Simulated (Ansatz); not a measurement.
Consider AlNi in the CsCl type structure (space group Pm-3m, No. 221; a = 2.8631 Å; non-magnetic).

Computed with r2SCAN (Ansatz, an electronic-structure program, PAW, no spin-orbit coupling).

One change was made to it. Results:

The density increases by 0.834 g/cm³ (6.06 g/cm³ → 6.90 g/cm³); the shortest interatomic distance drops by 0.1043 Å to 2.375 Å.

**Question.** Which of these changes matches the shifts?
A. pressure 30 GPa
B. pressure 3 GPa
C. pressure 15 GPa

**Answer.** A, pressure 30 GPa. For comparison, the density in the other runs: pressure 3 GPa gives 6.16 g/cm³; pressure 15 GPa gives 6.52 g/cm³.

Load acts through the strain it causes; cell and atoms are relaxed under it. Stability against distortions was not tested. Competing high-pressure phases were not computed. Seeded moments were not kept for the base. The final runs are not spin-polarised.
